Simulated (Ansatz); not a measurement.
Results of dielectric-dependent PBEsol hybrid (plane waves, PAW; Ansatz, a first-principles code) for Ca2Si (Fm-3m, No. 225, 3 atoms in the cell; start mp-1009733).

Settings: plane-wave cutoff 460 eV, 6×6×6 k mesh, Fermi–Dirac smearing 0.01 eV, scalar-relativistic PAW data made under PBE.

The cell is the one relaxed with PBEsol. Conventional cell: a = 7.0920 Å, b = 7.0920 Å, c = 7.0920 Å, α = 90.00°, β = 90.00°, γ = 90.00°.

```yaml
crystal:
  lattice:
    - [0.00000, 3.54600, 3.54600]
    - [3.54600, 0.00000, 3.54600]
    - [3.54600, 3.54600, 0.00000]
  atoms:
    - { symbol: Ca, position: [0.75000, 0.75000, 0.75000] }
    - { symbol: Ca, position: [0.25000, 0.25000, 0.25000] }
    - { symbol: Si, position: [0.00000, 0.00000, 0.00000] }
```

Q: List the 11 lowest band energies at Γ above −25 eV (eV, relative to the valence band maximum), grouping those that round alike.

A: At Γ: -22.10 (×3), -21.95 (×3), -6.89, -0.40 (×3), 2.18.

Note: the run warned that its exchange threshold was loose for the stress.

A start named mp-… is a Materials Project structure, which need not be a measured phase.
